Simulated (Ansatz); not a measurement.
The parent structure is ZnS in the zinc blende structure (space group F-43m, No. 216).

```
CELL_PARAMETERS angstrom
      0.00000     2.69455     2.69455
      2.69455     0.00000     2.69455
      2.69455     2.69455     0.00000
ATOMIC_POSITIONS crystal
  Zn 0.00000 0.00000 0.00000
  S  0.25000 0.25000 0.25000
```

All numbers come from r2SCAN in Ansatz (plane waves to 500 eV, PAW, no spin-orbit coupling).

Strains are applied to the cell and any free atomic positions relax.

One change was made to it. Results:

| quantity | base | after |
|---|---|---|
| energy relative to the base (free energy F) | 0 meV/atom | +18 meV/atom |
| valley order (the lowest conduction-band minima on the path, energy above the VBM, named in the base's zone) | Γ 2.70 eV; X along ⟨100⟩ 3.71 eV; L along ⟨111⟩ 3.82 eV | Γ 2.99 eV; X along ⟨100⟩ 3.56 eV; L along ⟨111⟩ 3.94 eV |

**Question.** Which of these changes matches the shifts?
A) isotropic strain −0.50 %
B) isotropic strain −1.50 %
C) isotropic strain −2.00 %

**Answer.** C, isotropic strain −2.00 %. For comparison, the valley order in the other runs: isotropic strain −1.50 % gives Γ 2.91 eV; X along ⟨100⟩ 3.60 eV; L along ⟨111⟩ 3.91 eV; isotropic strain −0.50 % gives Γ 2.77 eV; X along ⟨100⟩ 3.67 eV; L along ⟨111⟩ 3.85 eV.

The levels and masses belong to the bands next to the band gap. Whether these cells are dynamically stable was not tested.

Ansatz is an electronic-structure program.
